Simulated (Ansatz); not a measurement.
The starting structures come from a database of crystals and need not be the phases stable at ambient conditions.

 Where the default PAW files enter, the runs use the earlier of Ansatz's two default sets.

By PBEsol, the system below comes out a metal.

Without scattering a metal conducts by its projected Fermi surface.

Data:

```yaml
crystal:
  lattice:
    - [4.54939, 0.00000, 0.00000]
    - [0.00000, 6.43381, 0.00000]
    - [0.00000, 3.21690, 3.21690]
  atoms:
    - { symbol: Cr, position: [0.50000, 0.75000, 0.25000] }
    - { symbol: Cr, position: [0.50000, 0.25000, 0.75000] }
    - { symbol: Cr, position: [0.00000, 0.50000, 0.25000] }
    - { symbol: Cr, position: [0.00000, 0.50000, 0.75000] }
    - { symbol: Cr, position: [0.25000, 0.00000, 0.50000] }
    - { symbol: Cr, position: [0.75000, 0.00000, 0.50000] }
    - { symbol: Ge, position: [0.00000, 0.00000, 0.00000] }
    - { symbol: Ge, position: [0.50000, 0.50000, 0.00000] }
```

Space group of this cell: Pm-3n, A15 (Cr3Si type). The cell is taken as given; by PBEsol its mean pressure is -3.4 GPa.

The current flows along the normal of the first two printed cell vectors, the (110) plane of the conventional cell. No spin-orbit coupling; the value is a mean over 0.1 eV about the Fermi level.

State the ballistic conductance per area according to PBEsol in Ansatz (an electronic-structure program).

0.89 × 10¹⁵ S/m² for both spins.
